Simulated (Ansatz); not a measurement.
Base system: Ge in the diamond structure (space group Fd-3m, No. 227; a = 5.6222 Å).

Method: Kohn–Sham DFT with the LDA functional, run in Ansatz (a program for electronic structure) with PAW and 420 eV plane waves, no spin-orbit coupling.

Base values:

| Item | Value |
|---|---|
| Band gap | zero |
| Gap character | absent |

Now apply this change: every lattice vector is shortened by 2.00 %; the atoms relax in the strained cell.

### Question
What does the calculation give for the electron mass, band gap and gap character after the change?

### Answer
The electron mass amounts to 1.6 mₑ along k, 0.077 mₑ across (at L); the band gap changes from zero to 0.30 eV; the gap character goes from absent to indirect, Γ → L.

Effective masses come from finite differences of ±0.01 Å⁻¹. Along k means along the line from Γ to the band edge. Stability against distortions was not tested. The zero or small gap of Ge can change with the level of theory.
